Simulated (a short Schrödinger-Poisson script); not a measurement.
From a short Schrödinger-Poisson script (our own, NumPy): one-band effective-mass equation with BenDaniel-Duke matching, electrons, heavy and light holes apart, hard walls at the outer ends, one valence edge for both holes (no strain splitting), no charge, excitons, band mixing or non-parabolicity; under a field the levels are quasi-bound states of a box, listed while three quarters of their weight lies within 4 nm of the wells.

System: coupled double GaAs/Al0.2Ga0.8As quantum well.

From the first side: 20 nm Al0.2Ga0.8As; 5 nm GaAs; 3 nm Al0.2Ga0.8As; 5 nm GaAs; 20 nm Al0.2Ga0.8As.

Constants are typed, rounded textbook-type inputs, not results; the design itself was drawn at random and stands for no fabricated device. GaAs: direct gap (eV) 1.424, conduction-band edge (eV) 0, electron mass (mₑ) 0.067, heavy-hole mass 0.377, light-hole mass 0.09. Al0.2Ga0.8As: direct gap (eV) 1.673, conduction-band edge (eV) 0.158, electron mass (mₑ) 0.0836, heavy-hole mass 0.397, light-hole mass 0.108.

The valence-band edge of each layer lies one gap below its conduction-band edge. The electron's potential energy rises along the stack by the applied field. Mesh 0.03 nm at interfaces.

Q: Give the squared e1-hh1 overlap at zero applied field; the e1 above the well's band edge (meV); the shift of e1-hh1 at 37.1 kV/cm (meV).

A: squared e1-hh1 overlap at zero applied field: 0.95; e1 above the well's band edge (meV): 54.2; shift of e1-hh1 at 37.1 kV/cm (meV): -23.2. Excitons are left out, and strain enters only through the typed gaps and offsets, so measured lines lie elsewhere.
